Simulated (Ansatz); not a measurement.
Consider Zn in the hcp (Mg type) structure (space group P6_3/mmc, No. 194).

```xyz
2
Lattice="2.6358 0.0000 0.0000 -1.3179 2.2827 0.0000 0.0000 0.0000 4.6570" Properties=species:S:1:pos:R:3 pbc="T T T"
Zn     0.0000     1.5218     3.4928
Zn     1.3179     0.7609     1.1643
```

All numbers come from Ansatz (an electronic-structure program), PBEsol, PAW, cutoff 420 eV, without spin-orbit coupling.

Base values:

c/a ratio: 1.767
Volume per atom: 14.01 Å³

Modification: every Zn is replaced by Cu; the structure is relaxed again.

### Question
What happens to the c/a ratio and volume per atom?

### Answer
The c/a ratio shrinks by 0.117 (1.767 → 1.650); the volume per atom falls by 2.69 Å³ to 11.32 Å³.

Whether these cells are dynamically stable was not tested. For Cu in this form, whether it has been made was not checked. All final runs are without spin polarisation. This is not the structure that Cu has at room temperature and ambient pressure.
